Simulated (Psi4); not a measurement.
Psi4 1.11, unrestricted HF/def2-svp: C[CH]CCCC, charge 0, multiplicity 2, 19 atoms. The geometry is a generated start, not checked to be a minimum at this level.

| Item | Value |
|---|---|
| task | energy |
| method | scf |
| basis | def2-svp |
| memory | 3 GB |
| maxiter | 100 |
| keys of the molecule block | symmetry c1 |
| scf_type | df (default) |
| e_convergence | 1e-06 (default) |
| d_convergence | 1e-06 (default) |
| basis functions | 149 |

```xyz
19

C     -2.8020    -0.1046     0.1663
C     -1.8226     0.3835    -0.8301
C     -0.4087    -0.0437    -0.8101
C      0.4165     0.7461     0.2343
C      1.9146     0.4505     0.1689
C      2.2633    -0.9933     0.5077
H     -2.3358    -0.7835     0.8781
H     -3.6276    -0.6384    -0.3199
H     -3.2565     0.7247     0.7185
H     -2.1185     1.1915    -1.4772
H      0.0468     0.1128    -1.7911
H     -0.3470    -1.1064    -0.5609
H      0.0406     0.5114     1.2318
H      0.2595     1.8133     0.0617
H      2.2860     0.6883    -0.8319
H      2.4246     1.1126     0.8745
H      1.8572    -1.6772    -0.2334
H      1.8656    -1.2638     1.4837
H      3.3439    -1.1240     0.5291
```

Charge 0 and multiplicity 2 are set for this test and not shown to be the ground state.

With the defaults (damping_percentage = 0, soscf = false, soscf_start_convergence = 0.01, scf_initial_accelerator = adiis, guess = auto, which took SAD, level_shift = 0, level_shift_cutoff = 0.01, diis_max_vecs = 10) it converges in 10 SCF iterations. One run each on 2 threads, with these changes:
- diis_max_vecs = 3
- scf_initial_accelerator = ediis
- guess = gwh
- level_shift = 0.1, level_shift_cutoff = 0.001
- soscf = true, soscf_start_convergence = 0.1
- damping_percentage = 20
- damping_percentage = 60
- guess = sapgau
- soscf = true, soscf_start_convergence = 0.001

### Question
Which of these changes keep the SCF from converging, or lead it to another solution?

### Answer
No convergence: damping_percentage = 60 (the run ends without SCF convergence in 100 iterations). The rest reach the solution of the defaults.

```tsv
setting	SCF iterations	JK calls	end
soscf = true, soscf_start_convergence = 0.1	6	22	same solution
soscf = true, soscf_start_convergence = 0.001	6	17	same solution
the defaults	10	11	same solution
scf_initial_accelerator = ediis	10	11	same solution
level_shift = 0.1, level_shift_cutoff = 0.001	10	11	same solution
guess = sapgau	10	10	same solution
diis_max_vecs = 3	11	12	same solution
guess = gwh	12	12	same solution
damping_percentage = 20	18	19	same solution
damping_percentage = 60	100	101	no convergence
```

An SOSCF iteration holds several JK calls; a Hückel guess adds calls on atoms.
